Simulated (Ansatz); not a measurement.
The starting structures come from a database of crystals and need not be the phases stable at ambient conditions.

Tunnelling through a barrier is set by its complex band structure: the current falls as exp(−2κd) with the smallest κ.

```yaml
crystal:
  lattice:
    - [7.15440, 0.00000, 0.00000]
    - [0.00000, 7.15440, 0.00000]
    - [3.57720, -3.57720, 5.05893]
  atoms:
    - { symbol: K, position: [0.25000, 0.25000, 0.50000] }
    - { symbol: K, position: [0.75000, 0.75000, 0.50000] }
    - { symbol: Te, position: [0.00000, 0.00000, 0.00000] }
    - { symbol: Cl, position: [0.74805, 0.25195, 0.50390] }
    - { symbol: Cl, position: [0.25195, 0.74805, 0.49610] }
    - { symbol: Cl, position: [0.25195, 0.25195, 0.00000] }
    - { symbol: Cl, position: [0.74805, 0.74805, 0.00000] }
    - { symbol: Cl, position: [0.74805, 0.25195, 0.00000] }
    - { symbol: Cl, position: [0.25195, 0.74805, 0.00000] }
```

Space group of this cell: Fm-3m. The cell was relaxed by PBE-D3(BJ).

Transport runs along the normal of the first two printed cell vectors, the (001) plane of the conventional cell.

The gap is the functional's own. No spin-orbit coupling. Mid-gap values are interpolated on the energy grid.

Problem. Estimate the band gap and the smallest decay constant κ at mid-gap that r2SCAN (Ansatz, a program for electronic structure) returns for this system.

Solution. Gap 2.64 eV on a 6×6×6 mesh; κ = 0.332 1/Å, at (0.500, 0.000) of the in-plane reciprocal vectors. At the zone centre, at the nearest computed energy, the slowest state has κ = 0.40 1/Å.
